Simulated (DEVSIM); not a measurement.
Structure: illuminated Si n-on-p cell, one wavelength, at 300 K.

```
layer (left to right)  material  thickness (μm)  Nd (cm⁻³)  Na (cm⁻³)  τn (s)  τp (s)  absorption coefficient (cm⁻¹)
---------------------  --------  --------------  ---------  ---------  ------  ------  -----------------------------
1                            Si          0.0600     3.4e18          -  2.3e-8  1.4e-7                            680
2                            Si             200          -     3.2e16  1.8e-7  1.8e-7                            680
```

Left contact: ohmic, minority hole recombination velocity 2000 cm/s. Right contact: ohmic, minority electron recombination velocity 500 cm/s. Voltage is applied to the left contact. Recombination: SRH at mid-gap, radiative, Auger. Light enters at the left, 2.3e18 photons cm⁻² s⁻¹, one pass, no reflection. Mobility is μmin + (μ − μmin)/(1 + (N/Nref)^α).

Constants are typed, rounded textbook-type inputs, not results; the design itself was drawn at random and stands for no fabricated device. Values at 300 K.

```csv
parameter,Si
gap (eV),1.124
affinity (eV),4.05
permittivity,11.7
Nc (cm⁻³),2.86e19
Nv (cm⁻³),3.1e19
μn (cm²/Vs),1417
μp (cm²/Vs),470
"μn,min",52
"μp,min",45
"Nref,n",9.7e16
"Nref,p",2.2e17
αn,0.68
αp,0.72
B (cm³/s),4.7e-15
Cn (cm⁶/s),2.8e-31
Cp (cm⁶/s),9.9e-32
```

DEVSIM, 1D drift-diffusion, Boltzmann statistics, complete ionisation; no tunnelling, impact ionisation, image-force lowering or self-heating.

Give the dark reverse current.


```csv
V (V),J (A/cm²)
0.04,5.1e-9
0.10,1.0e-8
0.20,1.7e-8
0.30,2.3e-8
0.40,2.9e-8
0.60,3.9e-8
0.80,4.8e-8
1.00,5.7e-8
1.30,6.9e-8
1.60,7.9e-8
2.00,9.2e-8
```
